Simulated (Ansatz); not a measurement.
Results of PBEsol+SOC (Ansatz, a quantum-chemistry and plane-wave program, plane waves, PAW) for BaScO2F (P4/mmm, No. 123, 5 atoms in the cell; start mp-1227813).

Run with plane-wave cutoff 520 eV, 8×8×8 k mesh, Fermi–Dirac smearing 0.01 eV, PAW data made under PBE.

Cell (relaxed with PBEsol):

```cif
data_BaFO2Sc
_chemical_formula_sum 'Ba1 Sc1 O2 F1'
_space_group_name_H-M_alt 'P 1'
_space_group_IT_number 1
_cell_length_a 4.14067
_cell_length_b 4.14067
_cell_length_c 4.12805
_cell_angle_alpha 90.000
_cell_angle_beta 90.000
_cell_angle_gamma 90.000
loop_
_space_group_symop_operation_xyz
  'x, y, z'
loop_
_atom_site_label
_atom_site_type_symbol
_atom_site_fract_x
_atom_site_fract_y
_atom_site_fract_z
_atom_site_occupancy
Ba1 Ba 0.50000 0.50000 0.50000 1
Sc1 Sc 0.00000 0.00000 0.00000 1
O1 O 0.50000 0.00000 0.00000 1
O2 O 0.00000 0.50000 0.00000 1
F1 F 0.00000 0.00000 0.50000 1
```

Question: Predict the band gap and smallest direct gap on the k points sampled.

Answer: 
band gap: 3.12 eV (indirect)
smallest direct gap on the k points sampled: 3.44 eV

It cost very roughly 4 core-minutes of CPU time.

A start named mp-… is a Materials Project structure, which need not be a measured phase.
